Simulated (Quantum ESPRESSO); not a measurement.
Troubleshooting Quantum ESPRESSO: a failed run on SnF₄ (I4/mmm, 5 atoms in the cell). The aim is a self-consistent single point with DFT, PBEsol, plane waves, PseudoDojo standard norm-conserving (PBESOL) pseudopotentials.

Cell that was meant: a = 4.7534 Å, b = 4.7534 Å, c = 4.7534 Å, α = 130.14°, β = 130.14°, γ = 73.18°.

Part of the input:

```fortran
F     0.50000000    0.00000000    0.50000000
F     0.00000000    0.50000000    0.50000000
K_POINTS automatic
6 6 6
```

Output, abridged:

```
     This program is part of the open-source Quantum ESPRESSO suite
     for quantum simulation of materials; please cite

 %%%%%%%%%%%%%%%%%%%%%%%%%%%%%%%%%%%%%%%%%%%%%%%%%%%%%%%%%%%%%%%%%%%%%%%%%%%%%%
     Error in routine card_kpoints (1):
      end of file while reading automatic k points
 %%%%%%%%%%%%%%%%%%%%%%%%%%%%%%%%%%%%%%%%%%%%%%%%%%%%%%%%%%%%%%%%%%%%%%%%%%%%%%

     stopping ...
```

Read the log: what does the program object to, and what is the fix?

The fault is an automatic mesh without its three shifts. The card takes six integers. To fix it, add the shifts. The program stopped before any SCF iteration.

The sound input it was made from differs as follows (other fixes are possible):
```diff
-6 6 6
+6 6 6  0 0 0
```

With that input, the run converged in 10 iterations: free energy E − TS -4815.9508 eV; top of the valence band (on the code's own zero) 3.48 eV; gap on the k-point mesh 3.66 eV; pressure 8.87 GPa; largest force (vector length) 0.751 eV/Å (DFT, PBEsol, plane waves, PseudoDojo standard norm-conserving (PBESOL) pseudopotentials).

On the sound input: the starting cell comes from a database of computed structures (which also holds hypothetical and non-ambient phases and stackings), without a prior relaxation at this level. Its lattice was rescaled by a random factor within 2.5 % of one. With a pressure of about 9 GPa the cell is away from its equilibrium volume at this level.
